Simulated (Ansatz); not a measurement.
Start from CsCl in the CsCl type structure (space group Pm-3m, No. 221; a = 4.1403 Å).

The values are results of plane-wave PAW DFT at the r2SCAN level (Ansatz, an electronic-structure program, 500 eV), no spin-orbit coupling, not measurements.

For the base:

The electron mass comes out as 0.36, 1.3 mₑ (at Γ) and the valley order is Γ 5.91 eV; M along ⟨110⟩ 6.56 eV.

Now apply this change: an isotropic linear strain of −3.45 %; the atoms relax in the strained cell.

Question: Estimate the effect on the energy relative to the base.

Answer: The energy rises by 25 meV/atom.

Question: Estimate the effect on the electron mass.

Answer: The electron mass (degenerate bands, along [100]) goes from 0.36, 1.3 mₑ (at Γ) to 0.33, 1.2 mₑ (at Γ).

Question: What happens to the valley order?

Answer: The valley order (the lowest conduction-band minima on the path, energy above the VBM, named in the base's zone) goes from Γ 5.91 eV; M along ⟨110⟩ 6.56 eV to Γ 5.79 eV; M along ⟨110⟩ 6.65 eV.

The levels and masses belong to the bands next to the band gap. Masses are band curvatures over ±0.01 Å⁻¹ around the edge. Whether these cells are dynamically stable was not tested.
